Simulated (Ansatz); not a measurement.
Symmetric slabs, relaxed from ideal cuts in 1x1 cells, of halides: ionisation potential (eV) by functional, in Ansatz (plane waves, PAW). All structures are PBE's; the other columns are single points with references at the same level. No spin-orbit coupling, Hubbard U or dispersion. HSE06 ran on coarser k-meshes, which may carry part of its shift. The rows are a random draw from the class, without slabs that broke up, higher cuts of a face and adsorbates that left their site.

```
system                                                                                  PBE (eV)  HSE06 (eV)
--------------------------------------------------------------------------------------  --------  ----------
rutile-type MgF2 (001) (cut with 2 F + Mg on top), ideal cut with outer spacing 1.55 Å      7.88           ?
rutile-type MgF2 (100) (cut with F on top), ideal cut with outer spacing 0.92 Å             9.90       11.60
rutile-type MgF2 (110) (cut with F on top), ideal cut with outer spacing 1.31 Å             9.71       11.39
fluorite (110) (cut with Ca + 2 F on top), ideal cut with outer spacing 1.95 Å              7.35        8.82
fluorite (111) (cut with F on top), ideal cut with outer spacing 0.80 Å                     8.17        9.67
```

### Question
Fit a straight line y = a·x + b by least squares to the 4 complete rows (x: PBE (eV); y: HSE06 (eV)).

### Answer
the means are x̄ = 8.7825 and ȳ = 10.3700; Σ(x − x̄)² = 4.5363 and Σ(x − x̄)(y − ȳ) = 4.9697, so a = 1.096 and b = ȳ − a·x̄ = 0.748. The largest residual is 0.029.

### Question
What does the line predict for the withheld row, rutile-type MgF2 (001) (cut with 2 F + Mg on top), ideal cut with outer spacing 1.55 Å, and what did the calculation give?

### Answer
the line gives 9.38; the calculation gave 9.47, a miss of 0.09, larger than any residual of the fitted rows.

Ansatz is a program for electronic structure.
